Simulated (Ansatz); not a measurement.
The starting structures come from a database of crystals and need not be the phases stable at ambient conditions.

By PBEsol, the system below comes out a metal.

Here is the system:

```
Rh3Si2
1.0
    4.04887     0.00000     0.00000
    0.00000     5.16333     0.00000
    2.02443     0.00000     3.50642
Si Rh
2 3
Direct
  0.33333   0.80089   0.33333
  0.66667   0.19911   0.66667
  0.33333   0.32636   0.33333
  0.66667   0.67364   0.66667
  0.00000   0.00000   0.00000
```

Space group of this cell: P-3m1. The cell is strained (all lengths scaled by 1.02); by PBEsol its mean pressure is -14.1 GPa.

The current flows along the normal of the first two printed cell vectors, the (100) plane of the conventional cell. No spin-orbit coupling; the value is a mean over 0.1 eV about the Fermi level.

Problem. Compute, with PBEsol (Ansatz, a quantum-chemistry and plane-wave program), the ballistic conductance per area.

Solution. 0.54 × 10¹⁵ S/m² for both spins.
